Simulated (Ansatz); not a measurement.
Consider a 32-atom cell of (Cu,Zn) started in the face-centred cubic structure, site fractions Cu 0.250, Zn 0.750, short-range order 0.00 among the nearest mixed sites of the first mixed sublattice (0 is random, a negative value favours unlike neighbours), space group P1 at the end. Its start:

```xyz
32
Lattice="-0.0029 -0.0027 7.6334 7.6321 0.0000 -0.0029 0.0000 7.6321 -0.0027" Properties=species:S:1:pos:R:3 pbc="T T T"
Zn     3.8015     0.0086     0.0253
Cu     5.7268     1.8741     0.0132
Zn     5.7650     0.0150     1.9051
Zn     0.0199     0.0358     0.0532
Zn     1.8731     1.9396     0.0430
Zn     3.8782     3.7891     0.0119
Zn     5.7632     5.6782     0.0392
Cu     1.9055     0.0241     1.9033
Zn     3.8501     1.9363     1.9027
Cu     5.7150     3.8073     1.9138
Zn     3.8063     0.0114     3.7863
Zn     5.8169     2.0118     3.8668
Zn     5.7879     0.0507     5.7339
Zn    -0.0848     3.7649     0.0180
Zn     1.8424     5.6857     0.0749
Zn    -0.0353     2.0116     1.9214
Cu     1.9019     3.8042     1.8770
Zn     3.7949     5.6863     1.9049
Zn     0.0218    -0.0032     3.7507
Zn     1.8513     1.9503     3.7672
Zn     3.8207     3.8066     3.7885
Zn     5.7887     5.6367     3.7621
Zn     1.8669     0.0113     5.7169
Zn     3.8770     1.9529     5.7426
Cu     5.7335     3.8162     5.7410
Cu    -0.0221     5.7107     1.8806
Cu     0.0206     3.8259     3.8063
Zn     1.8324     5.6784     3.7074
Cu     0.0087     1.9077     5.7432
Zn     1.8325     3.7800     5.7142
Zn     3.8319     5.6919     5.7150
Zn    -0.0419     5.6520     5.7035
```

Calculation: PBE (plane waves to 420 eV, PAW; Ansatz, a first-principles code). No spin–orbit coupling. Its k-point mesh 5×5×5, Fermi–Dirac width 0.05 eV.

Question: Predict the alloy's volume and bond lengths.

Answer: 
- volume per atom: 13.96 Å³
- Zn–Zn bonds (within 1.22 times the sum of covalent radii): 2.730 Å on average, from 2.612 to 2.907 (108)
- Cu–Zn bonds (within 1.22 times the sum of covalent radii): 2.665 Å on average, from 2.574 to 2.795 (72)
- Cu–Cu bonds (within 1.22 times the sum of covalent radii): 2.723 Å on average, from 2.648 to 2.790 (12)
